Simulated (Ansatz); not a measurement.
We consider Sr3P2 (model structure, started from the A-La2O3 type, P-3m1, No. 164, 5 atoms in the cell), described by HSE06 (plane waves, PAW; Ansatz, a quantum-chemistry and plane-wave program).

Settings: plane-wave cutoff 460 eV, 6×6×4 k mesh (along the axes of the cell as run), Fermi–Dirac smearing 0.01 eV, scalar-relativistic PAW data made under PBE.

Cell (relaxed with PBEsol):

```
CELL_PARAMETERS angstrom
      5.08485     0.00000     0.00000
     -2.54242     4.40361     0.00000
      0.00000     0.00000     6.57601
ATOMIC_POSITIONS crystal
  P  0.33333 0.66667 0.21565
  P  0.66667 0.33333 0.78435
  Sr 0.00000 0.00000 0.00000
  Sr 0.33333 0.66667 0.68656
  Sr 0.66667 0.33333 0.31344
```

Predict the band gap and smallest direct gap on the k points sampled.


* **band gap**: 1.18 eV (on the SCF k mesh)
* **smallest direct gap on the k points sampled**: 1.80 eV

Note: the relaxation could raise the start's symmetry but not lower it, so the cell can be a saddle point; cell and atoms aren't relaxed at this level (largest force component 0.06 eV/Å, pressure 1.5 GPa).

Spin–orbit coupling is not included.

The computed numbers hold no vibrational or temperature effects.

Computing time: roughly 5 core-minutes.

A model structure was made by putting elements into a prototype or built by hand; it is no filed structure, need not be a known phase, and can be a saddle point held by its symmetry.
